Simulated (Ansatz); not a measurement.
**Response to strain in GaS**

The reference is GaS in the beta-GaS type structure (space group P6_3/mmc, No. 194; layered, stacked along the Cartesian z axis).

```xyz
8
Lattice="3.5342 0.0000 0.0000 -1.7671 3.0607 0.0000 0.0000 0.0000 15.0389" Properties=species:S:1:pos:R:3 pbc="T T T"
Ga     0.0000     2.0405    10.0695
Ga     1.7671     1.0202     2.5501
Ga     1.7671     1.0202     4.9694
Ga     0.0000     2.0405    12.4888
S      0.0000     2.0405     1.4580
S      1.7671     1.0202     8.9774
S      1.7671     1.0202    13.5809
S      0.0000     2.0405     6.0615
```

Cartesian axes are those of the cell as printed.

Strains are applied to the cell and any free atomic positions relax; under biaxial strain the out-of-plane vector relaxes too.

Levels (all Ansatz, a quantum-chemistry and plane-wave program, PAW): PBEsol-D3(BJ) (420 eV, no SOC); HSE06 (420 eV, no SOC).

Band gaps by level, all at the geometries relaxed with PBEsol-D3(BJ):

```csv
case,PBEsol-D3(BJ),HSE06
base,1.29 eV,2.09 eV
"biaxial strain +2.31 %, plane normal [001], relaxed out of plane",1.12 eV,?
uniaxial strain ε_xx = −1.06 %,1.28 eV,?
uniaxial strain ε_zz = −4.78 %,0.90 eV,1.66 eV
```

Question: What belongs in the blanks?

Answer: 
- biaxial strain +2.31 %, plane normal [001], relaxed out of plane, HSE06: 1.93 eV
- uniaxial strain ε_xx = −1.06 %, HSE06: 2.08 eV

Single points use the geometry relaxed with PBEsol-D3(BJ). HSE06 gaps are upper bounds (no full band path). No phonon test of stability was made.
